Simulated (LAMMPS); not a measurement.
Pressure dependence of CdTe (zinc blende) at 810 K, from the crystal.

Method: classical MD, pair style sw, file CdTeZnSeHgS0.sw (LAMMPS).

| P (GPa) | state | volume | coordination number of Cd by Te |
|---|---|---|---|
| 0 | crystal; no diffusion seen in 30 ps | 34.5223 ± 0.0007 Å³/atom | 4.00 (counted to 3.90 Å) |
| 2 | crystal; no diffusion seen in 30 ps | 32.9494 ± 0.0006 Å³/atom | 4.00 (counted to 3.94 Å) |
| 5 | crystal; no diffusion seen in 30 ps | 31.0665 ± 0.0002 Å³/atom | 4.00 (counted to 3.74 Å) |

Caution (rows 2; 5): a run this short can hold a crystal over, or a liquid under, the potential's own melting point, which these runs don't give.

Estimate the isothermal bulk modulus at zero pressure. A parabola P(ln V) through the three points gives −dP/d ln V = 39 GPa at zero pressure.

States go by the mean squared displacement: a species diffuses where it passes 1.5 Å², still rises and gives D over 1e-6 cm²/s; a crystal has left its structure where atoms lie 0.35 Å off their sites on average or a cubic box changes its shape by 3 %, or the axial ratios of another lie 8 % off the starting cell's, which the potential's own relaxation can also do.

Errors shown are sampling errors alone.
